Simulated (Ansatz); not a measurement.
Start from TlBr in the CsCl type structure (space group Pm-3m, No. 221; a = 3.915 Å).

Level of theory: PBEsol (Ansatz, a quantum-chemistry and plane-wave program; PAW; 420 eV plane waves; no spin-orbit coupling), earlier PAW set.

Base values:

The gap character is direct at X and the volume per atom is 29.99 Å³.

The change: F takes the place of Br on all its sites; the structure is relaxed again.

Question: Predict the new gap character and volume per atom.

Answer: The gap character goes from direct at X to indirect, R → X; the volume per atom falls by 11.58 Å³, from 29.99 Å³ to 18.41 Å³.

Spin-orbit coupling, missing from the scalar runs, can matter with Tl. Stability against distortions was not tested. As relaxed here, TlF is a hypothetical phase, not in the database extracts checked.
